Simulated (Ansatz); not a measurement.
**What Ti on a Te site (antisite) does to TiTe2**

Base system: a 9-atom supercell of TiTe$_{2}$ in the CdI2 type structure (space group P-3m1, No. 164; a = 3.618 Å, c = 6.225 Å; layered, stacked along the Cartesian z axis) at its relaxed geometry.

One thing is altered: one Te atom is replaced by Ti, atoms relaxed at fixed cell, starting from a slightly rattled geometry.

Computed with Ansatz (a first-principles code) PBEsol-D3(BJ), spin-orbit coupling left out. Settings: 7×7×7 k-points, 0.05 eV Fermi–Dirac smearing.

```tsv
quantity	base	changed	shift
pressure	0.0 GPa	-2.6 GPa	-2.6 GPa
largest displacement of a host atom from its site in the perfect cell	–	0.09 Å	–
shift of the substituted atom off its lattice site	–	1.23 Å	–
```

The cell is small, so the values are those of an ordered compound at a high defect concentration; dilute-limit values will differ. The final runs are not spin-polarised. The defect cell is not spin-polarised.
